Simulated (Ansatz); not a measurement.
The parent structure is ZnSe in the zinc blende structure (space group F-43m, No. 216).

```cif
data_SeZn
_chemical_formula_sum 'Se1 Zn1'
_space_group_name_H-M_alt 'P 1'
_space_group_IT_number 1
_cell_length_a 4.00652
_cell_length_b 4.00652
_cell_length_c 4.00652
_cell_angle_alpha 60.000
_cell_angle_beta 60.000
_cell_angle_gamma 60.000
loop_
_space_group_symop_operation_xyz
  'x, y, z'
loop_
_atom_site_label
_atom_site_type_symbol
_atom_site_fract_x
_atom_site_fract_y
_atom_site_fract_z
_atom_site_occupancy
Se1 Se 0.75000 0.75000 0.75000 1
Zn1 Zn 0.00000 0.00000 0.00000 1
```

Method: r2SCAN, PAW, 500 eV (Ansatz, a first-principles code; no SOC), earlier PAW set.

For the base:

- Density = 5.27 g/cm³
- Band gap = 1.86 eV

One thing is altered: a hydrostatic pressure of 0.3 GPa.

Problem. Estimate the effect on the density and band gap.

Solution. The density increases by 0.024 g/cm³, from 5.27 g/cm³ to 5.30 g/cm³; the band gap goes up by 0.02 eV to 1.88 eV.

Load acts through the strain it causes; cell and atoms are relaxed under it. No phonon test of stability was made.
